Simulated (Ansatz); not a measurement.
The starting structures come from a database of crystals and need not be the phases stable at ambient conditions.

 Where the default PAW files enter, the runs use the earlier of Ansatz's two default sets.

Data:

```
MgH2
1.0
    4.47907     0.00000     0.00000
    0.00000     4.89550     0.00000
    0.00000     0.00000     5.39262
Mg H
4 8
Direct
  0.50000   0.75000   0.83153
  0.50000   0.25000   0.16847
  0.00000   0.25000   0.66847
  0.00000   0.75000   0.33153
  0.27231   0.41981   0.89107
  0.72769   0.58019   0.10893
  0.22769   0.91981   0.60893
  0.77231   0.08019   0.39107
  0.77231   0.58019   0.60893
  0.22769   0.41981   0.39107
  0.72769   0.08019   0.89107
  0.27231   0.91981   0.10893
```

Space group of this cell: Pbcn. The cell is taken as given.

Transport runs along the normal of the first two printed cell vectors.

The gap is the functional's own. No spin-orbit coupling. Mid-gap values are interpolated on the energy grid.

Question: State the band gap and the smallest decay constant κ at mid-gap according to r2SCAN (Ansatz, a program for electronic structure).

Answer: Gap 4.30 eV on a 8×6×6 mesh; κ = 0.358 1/Å, at (0.500, 0.500) of the in-plane reciprocal vectors. At the zone centre, at the nearest computed energy, the slowest state has κ = 0.43 1/Å.
